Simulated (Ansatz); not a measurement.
An Ansatz (a first-principles code) run: NaCl with a change (tensor shear ε_xy = +1.14 %); PBEsol (Ansatz, PAW, without spin-orbit coupling).

Input:

Ansatz 0.2 input:
```yaml
crystal:
  lattice:
    - [0.0319283785, 2.8007349564, 2.8007349564]
    - [2.8007349564, 0.0319283785, 2.8007349564]
    - [2.8326633349, 2.8326633349, 0]
  atoms:
    - { symbol: Na, position: [0, 0, 0] }
    - { symbol: Cl, position: [0.5, 0.5, 0.5] }
basis: { ecutwfc: 420, ecutrho_ratio: 4, xc_grid: 2, fft_grid_basis: typed }
kpoints: { mp_grid: { grid: [10, 10, 10] } }
hamiltonian:
  xc: pbesol
  dispersion: none
  pseudopotentials: { kind: paw }
scf: { occupations: { method: fermi_dirac, width: 0.05 }, convergence: { dr2_threshold: 0.0000000002 } }
relax: { f_tol: 0.005, max_steps: 50 }
output: { forces: true, stress: true }
checkpoint: { write: state.ck, write_every: 1000 }
```

Output:

```
Relaxation: its limit of steps is 50 (relax.max_steps)
WARN ansatz: RAYON_NUM_THREADS=1 ignored (pool sized by the plan → 1); use --threads N
Pseudopotentials: kind: paw
Pseudopotential: Na, paw, valence charge 9
Pseudopotential: Cl, paw, valence charge 7
Functional definition: PBEsol
Crystal: 2 atoms, lattice volume = 43.933 Å³
Basis set: ecut = 420 eV, 881 PW (Γ), exchange–correlation on 54×54×54 points (8 copies of the dense FFT grid, shifted against one another)
Bands: 12, of which v1, the nominal top of the filled ones, is band 8 counted from 1 (7 counted from 0)
Symmetry: 8 space group operations
Space group: Immm (ITA 71), of the structure as read, at distance tolerance 3.5e-5 Å
k-points: 171 of 1000
PAW frozen core: Na, regenerated for the run's functional, and the local potential with it
PAW frozen core: Cl, regenerated for the run's functional, and the local potential with it
Initial density: superposition of atomic densities (neutral atoms: chi_scale 0, normalization atom), corrected by the library's trained network
Initial wavefunctions: pseudopotential atomic-orbital guess
Eigensolver: davidson
Functional: x = pbesol(κ = 0.804, μ = 0.12345679012345678), c = pbesol(β = 0.046)
SCF iter   1: F=—  HF=-2540.288668 eV  |F-HF|=—  |Δ(HF+E_count)|=         —  Δρ=2.86e-3  dr2=3.84e-3  ethr=1.77e-3  ⟨swp⟩=5.7  Hψ=12006  notcnv=0
all-band conjugate gradients solve this SCF's bands
preconditioner: auto → none
SCF iter   2: F=—  HF=-2540.285982 eV  |F-HF|=—  |Δ(HF+E_count)|=   2.69e-3  Δρ=1.25e-3  dr2=9.05e-4  ethr=2.40e-5  ⟨swp⟩=2.8  Hψ=4634  notcnv=0
SCF iter   3: F=—  HF=-2540.285944 eV  |F-HF|=—  |Δ(HF+E_count)|=   3.82e-5  Δρ=8.74e-4  dr2=4.73e-4  ethr=5.66e-6  ⟨swp⟩=2.0  Hψ=2736  notcnv=0
SCF iter   4: F=—  HF=-2540.285780 eV  |F-HF|=—  |Δ(HF+E_count)|=   1.63e-4  Δρ=2.25e-4  dr2=2.63e-5  ethr=2.95e-6  ⟨swp⟩=2.0  Hψ=2522  notcnv=0
SCF iter   5: F=—  HF=-2540.285801 eV  |F-HF|=—  |Δ(HF+E_count)|=   2.01e-5  Δρ=3.86e-5  dr2=1.19e-6  ethr=1.64e-7  ⟨swp⟩=2.0  Hψ=2736  notcnv=0
SCF iter   6: F=—  HF=-2540.285802 eV  |F-HF|=—  |Δ(HF+E_count)|=   1.92e-6  Δρ=9.11e-6  dr2=6.62e-8  ethr=7.43e-9  ⟨swp⟩=2.0  Hψ=2543  notcnv=0
SCF iter   7: F=—  HF=-2540.285802 eV  |F-HF|=—  |Δ(HF+E_count)|=   8.81e-9  Δρ=1.44e-6  dr2=1.71e-9  ethr=4.14e-10  ⟨swp⟩=2.0  Hψ=2725  notcnv=0
SCF iter   8: F=-2540.285802 eV  HF=-2540.285802 eV  |F-HF|=7.28e-12  |Δ(HF+E_count)|=  2.41e-10  Δρ=1.20e-7  dr2=1.15e-11  ethr=1.25e-12  ⟨swp⟩=4.9  Hψ=6515  notcnv=0
SCF 1 converged in 8 iterations: F = -2540.285802 eV  dr2 = 1.15e-11
relax step   1: F+E_penalty+E_count = -2540.28580246 eV  Δ(F+E_penalty+E_count) = +0.000e0 eV  max|allowed force component| = 1.183e-30 eV/Å  Δτ_max = 0.0000 Å  (8 SCF iters, accepted)
the relaxation is at rest under the 8 symmetry operations that the run kept from its start: a minimum is not shown …
SCF converged after 8 iterations
Free energy (F): -2540.285802 eV
Harris-Foulkes:  -2540.285802 eV  (|F-HF|=7.28e-12)
Internal energy: -2540.285802 eV  (E = F + TS)
E sigma→0 (E₀):  -2540.285802 eV
Fermi energy:    3.802967 eV
--- Per-component energies (eV) ---
  E_band       = -231.398615
  E_kinetic    = 282.630262
  E_local      = -1519.127045  (includes V_loc(G=0)·N_el)
  E_nonlocal   = 144.823659
  E_hartree    = 534.241427
  E_xc         = -145.003749
  E_vxc        = -171.861536  (∫ρ·V_xc dr)
  E_paw        = -895.323221  (= ΣΔE_a)
  E_vpaw       = -36.346928  (= ΣTr[D̂ρ^β])
  E_aug_tail   = 0.000082  (compensation charges beyond the density's cutoff)
  E_ewald      = -942.660344
  E_core_change = 0.133126  (= ΣΔE_core)
  E_smearing   = -0.000000  (= −TS)
  E_closure    = -0.000000  (closes the sum)
  Σ components = -2540.285802   (vs F -2540.285802, Δ=0.00e0)
  [band-id]    e_kinetic+e_local+e_nonlocal+2·e_hartree+e_vxc+e_vpaw+e_augmentation_tail = -231.398651   (vs E_band -231.398615, Δ=-3.59e-5)
--- Forces (eV/Å), atoms counted from 1 ---
  atom   1  Na    -0.00000000     0.00000000     0.00000000
  atom   2  Cl     0.00000000    -0.00000000     0.00000000
  max |Σ_I F_I| component: 7.89e-31 eV/Å
--- Stress (GPa, compression-positive) ---
        0.012979      -0.275160      -0.000000
       -0.275160       0.012979       0.000000
       -0.000000       0.000000       0.002354
  P = ⅓ Tr σ = 0.0094 GPa (0.094 kbar)
  The stress holds the Pulay correction. Without it, at fixed plane waves, as pw.x and ABINIT print it: P = 0.0072 GPa
  The stress includes an estimate of the error left by incomplete SCF convergence (largest component 0.0001 GPa).
--- Band table ---
  band table: none
--- Relaxed structure (1 steps of the walk, 1 accepted, 0 SCFs on fresh bases) ---
  F+E_penalty+E_count = -2540.28580246 eV   max|allowed force component| = 1.183e-30 eV/Å
  atoms:
    - { symbol: Na, position: [0.0, 0.0, 0.0] }
    - { symbol: Cl, position: [0.5, 0.5, 0.5] }
```

The cells carry an imposed strain or load. Whether these cells are dynamically stable was not tested. The cell was made from NaCl in the rock salt structure (space group Fm-3m, No. 225) by this change: tensor shear ε_xy = +1.14 %.
